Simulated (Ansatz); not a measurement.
**Migration barriers: interstitial H in beta Ga2O3 with all lengths changed by +1 %, charge state +1**

System: interstitial H in beta Ga2O3 with all lengths changed by +1 % (charge state +1). Method: PBE, PAW (plane waves to 420 eV; Ansatz, a quantum-chemistry and plane-wave program).

120-site cell at the strained lattice (strain from the relaxed PBE one, atoms relaxed), the Γ point alone, smearing 0.01 eV, spin-restricted, no finite-size correction. Static, classical nuclei. The charge state is imposed; whether it is stable for some Fermi level was not computed. Sites that were not tried may lie lower.

Barriers: single points on a 2×2×2 k-point mesh shifted by half a step at the bands' geometries.

```json
[
 {"Route": "several atoms move together, H the farthest", "Start site over the lowest site run (eV)": "0.00", "Hop (Å)": "2.88", "Forward barrier (eV)": "1.32", "Backward barrier (eV)": "1.15", "Neighbours at the start": "O at 1.07, O at 1.43 Å", "Neighbours at the saddle": "Ga at 2.01; O at 0.96 Å", "Saddle order": "not checked", "Forward, on the band's own sampling (eV)": "1.32"},
 {"Route": "several atoms move together, H the farthest", "Start site over the lowest site run (eV)": "0.00", "Hop (Å)": "2.54", "Forward barrier (eV)": "1.33", "Backward barrier (eV)": "1.15", "Neighbours at the start": "O at 1.07, O at 1.43 Å", "Neighbours at the saddle": "Ga at 2.00; O at 0.96 Å", "Saddle order": "not checked, on a symmetry element", "Forward, on the band's own sampling (eV)": "1.33"}
]
```

Paths come from nudged elastic bands with a climbing image.  A band can be held on a symmetry element, so unchecked saddle points there may be too high. A further band (H moves alone to another site, 1.77 Å) gave 0.32 eV forward on its own sampling, 0.41 eV above the lowest site run, but its whole barrier lies in one image, so it is not taken as a result.
